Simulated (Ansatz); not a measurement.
Start from Ga2O3 (space group R-3m, No. 166; a = 2.988 Å, c = 22.852 Å (hexagonal axes); a hypothetical phase, not in the database extracts checked). Axes: x lies along a and z along c of the hexagonal cell.

One thing is altered: biaxial strain −2.22 %, plane normal [001], relaxed out of plane (Cartesian); in-plane vectors clamped, the third vector and the atoms free.

Levels (all Ansatz, a first-principles code, PAW): PBEsol (420 eV, no spin-orbit coupling); r2SCAN (500 eV, no spin-orbit coupling); HSE06 (420 eV, without spin-orbit coupling).

One geometry, relaxed with PBEsol, under each level:

| level | band gap | lowest conduction level above the VBM at special points | pressure |
|---|---|---|---|
| PBEsol | 3.28 eV | Γ 3.28 eV; T 3.75 eV; L 4.98 eV; F 5.02 eV | 6.66 GPa |
| r2SCAN | 3.96 eV | Γ 3.96 eV; T 4.43 eV; L 5.79 eV; F 5.83 eV | 5.39 GPa |
| HSE06 | 5.01 eV | Γ 5.01 eV; T 5.49 eV; L 6.92 eV | – |

Single points use the geometry relaxed with PBEsol. Their cutoffs differ, which shifts pressures a little. HSE06 gaps are upper bounds (no full band path). Stability against distortions was not tested.
